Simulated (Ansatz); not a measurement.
Ansatz (a first-principles code) run on Mo (Im-3m, 1 atom in the cell): self-consistent single point.

Method: LDA (PW92), PAW files made with PBE (plane waves; Ansatz).

The change in words: lattice scaled by 0.98; kpoints.mp_grid.grid: 15 15 15 → 17 17 17. Reference geometry:
```
CELL_PARAMETERS angstrom
     -1.56713     1.56713     1.56713
      1.56713    -1.56713     1.56713
      1.56713     1.56713    -1.56713
ATOMIC_POSITIONS crystal
  Mo 0.00000 0.00000 0.00000
```

Reference input (self-consistent single point, DFT, LDA (PW92), plane waves, PAW files made with PBE): basis.ecutwfc = 30.9 Ry; kpoints.mp_grid.grid = 15 15 15; hamiltonian.xc = lda; hamiltonian.pseudopotentials = {kind: paw} (the program's default PAW files); scf.occupations.method = fermi_dirac; scf.occupations.width = 0.0073 Ry. This run's input differs from it in these lines:

Ansatz 0.2 input:
```diff
@@ -3,5 +3,5 @@
   lattice:
-    - [-1.567125, 1.567125, 1.567125]
-    - [1.567125, -1.567125, 1.567125]
-    - [1.567125, 1.567125, -1.567125]
+    - [-1.535782, 1.535782, 1.535782]
+    - [1.535782, -1.535782, 1.535782]
+    - [1.535782, 1.535782, -1.535782]
   atoms:
@@ -12,3 +12,3 @@
   mp_grid:
-    grid: [15, 15, 15]
+    grid: [17, 17, 17]
 hamiltonian:
```

The program printed (abridged):

```
SCF iter   1: F=—  HF=-4843.519025 eV  |F-HF|=—  |Δ(HF+E_count)|=         —  Δρ=1.09e-1  dr2=1.59e0  ethr=3.10e-3  ⟨swp⟩=5.0  Hψ=10070  notcnv=0
all-band conjugate gradients solve this SCF's bands
preconditioner: auto → none
SCF iter   2: F=—  HF=-4842.892725 eV  |F-HF|=—  |Δ(HF+E_count)|=   6.26e-1  Δρ=3.35e-2  dr2=5.44e-2  ethr=3.10e-3  ⟨swp⟩=2.5  Hψ=4794  notcnv=0  defer=4
SCF iter   3: F=—  HF=-4842.878207 eV  |F-HF|=—  |Δ(HF+E_count)|=   1.45e-2  Δρ=1.30e-2  dr2=7.75e-3  ethr=3.89e-4  ⟨swp⟩=1.0  Hψ=1915  notcnv=0  defer=4
SCF iter   4: F=—  HF=-4842.876113 eV  |F-HF|=—  |Δ(HF+E_count)|=   2.09e-3  Δρ=3.69e-4  dr2=4.88e-6  ethr=5.53e-5  ⟨swp⟩=1.6  Hψ=2249  notcnv=0  defer=4
SCF iter   5: F=—  HF=-4842.876127 eV  |F-HF|=—  |Δ(HF+E_count)|=   1.32e-5  Δρ=3.58e-5  dr2=5.52e-8  ethr=7.14e-10  ⟨swp⟩=7.1  Hψ=10216  notcnv=0
SCF iter   6: F=-4842.876127 eV  HF=-4842.876127 eV  |F-HF|=1.32e-9  |Δ(HF+E_count)|=   2.54e-8  Δρ=5.11e-6  dr2=2.12e-9  ethr=3.94e-10  ⟨swp⟩=2.1  Hψ=6059  notcnv=0
SCF 1 converged in 6 iterations: F = -4842.876127 eV  dr2 = 2.12e-9
Free energy (F): -4842.876127 eV
Internal energy: -4842.856295 eV  (E = F + TS)
E sigma→0 (E₀):  -4842.866211 eV
Entropy (-TS):   -0.019832 eV (-19.832 meV/atom)
Fermi energy:    22.767474 eV
--- Forces (eV/Å), atoms counted from 1 ---
  atom   1  Mo     0.00000000     0.00000000    -0.00000000
--- Stress (GPa, compression-positive) ---
       12.443697       0.000000      -0.000000
        0.000000      12.443697       0.000000
        0.000000      -0.000000      12.443697
  P = ⅓ Tr σ = 12.4437 GPa (124.437 kbar)
  The stress holds the Pulay correction. Without it, at fixed plane waves, as pw.x and ABINIT print it: P = 12.4390 GPa
```

The run converged in 6 iterations. Against the reference run the free energy rises by 12.5 meV/atom and the pressure goes from -5.83 to 12.44 GPa.

The starting cell has typed, rounded lattice constants, without a prior relaxation at this level. Its lattice was rescaled by up to half a per cent. For this run, on top of that: lattice scaled by 0.98. Spin polarisation is off. With a pressure of about 12 GPa the cell is away from its equilibrium volume at this level. Ansatz's pressure includes its estimate of the finite-basis (Pulay) stress.
